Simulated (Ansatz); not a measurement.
Consider the following.

```yaml
crystal:
  lattice:
    - [3.73605, 0.00000, 0.00000]
    - [0.00000, 3.73605, 0.00000]
    - [1.86802, -1.86802, 2.74331]
  atoms:
    - { symbol: Ga, position: [0.00000, 0.00000, 0.00000] }
    - { symbol: P, position: [0.75000, 0.75000, 0.50000] }
```

No spin polarisation.

Computed with LDA (Ansatz, a program for electronic structure), no spin-orbit coupling. Γ-centred 11×11×11 mesh, Fermi–Dirac width 0.05 eV.

Problem. Estimate the valence-band top at Γ (three highest levels, from the VBM).

Solution. 0.00, 0.00, -0.24 eV.

Problem. What gap character does the calculation give?

Solution. Indirect, Γ → Γ–X (87 % along).

Problem. Estimate the space group.

Solution. I-4m2 (No. 119).

The cells carry an imposed strain or load. No phonon test of stability was made. The cell was made from GaP in the zinc blende structure (space group F-43m, No. 216) by this change: biaxial strain −2.00 %, plane normal [001], relaxed out of plane.
